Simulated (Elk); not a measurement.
Input and output of a self-consistent single point for CeH3 (Fm-3m, 4 atoms in the cell) (Elk).

Level of theory: LDA (PW92), all-electron FP-LAPW, Elk's shipped species files, APW+lo basis with extra local orbitals run with Elk.

```
CeH3
1.0
    0.00000     2.72309     2.72309
    2.72309     0.00000     2.72309
    2.72309     2.72309     0.00000
Ce H
1 3
Direct
  0.00000   0.00000   0.00000
  0.50000   0.50000   0.50000
  0.75000   0.75000   0.75000
  0.25000   0.25000   0.25000
```
Moments meant for the start (each program seeds them in its own way; μB, in the order of the atoms Ce H H H): 1.0 0.0 0.0 0.0.

Reference input (self-consistent single point, DFT, LDA (PW92), all-electron FP-LAPW, Elk's shipped species files, APW+lo basis with extra local orbitals): xctype = 3; spinpol = true; rgkmax = 8; stype = 1; swidth = 0.00183747 Ha; ngridk = 7 7 7; reducebf = 0.7; gmaxvr = 16 1/bohr; nxlo = 2; lorbcnd = true; rmtscf = 0.99; lmaxi = 2. This run's input differs from it in these lines:

```diff
@@ -13,3 +13,3 @@
 rgkmax
-  8.0
+  9.8
```

Log, with long lists cut:

```
│ Self-consistent loop started │
│ Loop number : 1 │
 total energy                :     -8812.32844745
 total moment                :   0.4429182195
│ Loop number : 2 │
 total energy                :     -8813.54632510
 total moment                :   0.4486986358
RMS change in Kohn-Sham potential (target) :   0.5407978573     (  0.1000000000E-05)
Absolute change in total energy (target)   :    1.217877653     (  0.1000000000E-03)
│ Loop number : 3 │
 total energy                :     -8819.96196088
 total moment                :   0.4636723346
RMS change in Kohn-Sham potential (target) :   0.5014652826     (  0.1000000000E-05)
Absolute change in total energy (target)   :    6.720105196     (  0.1000000000E-03)
│ Loop number : 4 │
 total energy                :     -310927980.166
 total moment                :   0.8807061585
RMS change in Kohn-Sham potential (target) :    2495536.715     (  0.1000000000E-05)
Absolute change in total energy (target)   :    310919161.9     (  0.1000000000E-03)
│ Loop number : 5 │
```

The program stopped with an error at about iteration 4. 

The starting cell comes from a database of computed structures (which also holds hypothetical and non-ambient phases and stackings), without a prior relaxation at this level. Values depend on the basis (sphere radii, cutoffs, local orbitals), which need not be converged.

Cost on one core of a shared machine: roughly 80 s.
